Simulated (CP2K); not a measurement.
Band structure of LiF (Fm-3m, 2 atoms in the cell).

```xyz
2
Lattice="2.8496 0.0000 0.0000 1.4248 2.4679 0.0000 1.4248 0.8226 2.3267" Properties=species:S:1:pos:R:3 pbc="T T T"
Li     0.0000     0.0000     0.0000
F      2.8496     1.6452     1.1634
```

Method: PBE, GPW, DZVP-MOLOPT-SR-GTH basis, GTH-PBE potentials (GTH_POTENTIALS) (CP2K 2026.2).

Settings: CUTOFF = 550 Ry; REL_CUTOFF = 50 Ry; SMEAR/METHOD = FERMI_DIRAC; ELECTRONIC_TEMPERATURE = 232.09 K; KPOINTS/SCHEME = MONKHORST-PACK 7 7 7; XC_FUNCTIONAL = PBE; Li/BASIS_SET = DZVP-MOLOPT-SR-GTH; Li/POTENTIAL = GTH-PBE-q3; F/BASIS_SET = DZVP-MOLOPT-SR-GTH; F/POTENTIAL = GTH-PBE-q7; METHOD = GPW; EPS_DEFAULT = 1e-10; EXTRAPOLATION = USE_GUESS; NGRIDS = 5.

The starting cell has typed, rounded lattice constants, without a prior relaxation at this level. Values carry the incompleteness of an atom-centred basis.

Task: Predict the gap along the standard path and the places of the band edges.

Result: The gap along the path is 9.04 eV, direct at Γ to within 0.01 eV.

Levels in eV from the top of the valence band on the SCF mesh, bands 2 to 6:
```tsv
point	2	3	4	5	6
Γ	-19.96	0.00	0.00	0.00	9.04
X	-19.25	-3.00	-1.00	-1.00	14.95
W	-19.28	-2.08	-2.08	-0.79	15.86
K	-19.30	-2.50	-1.56	-0.73	15.27
L	-19.52	-2.51	-0.22	-0.22	11.12
U	-19.30	-2.50	-1.56	-0.73	15.27
```

Higher empty bands are left out: an atom-centred basis made for the valence describes them poorly.
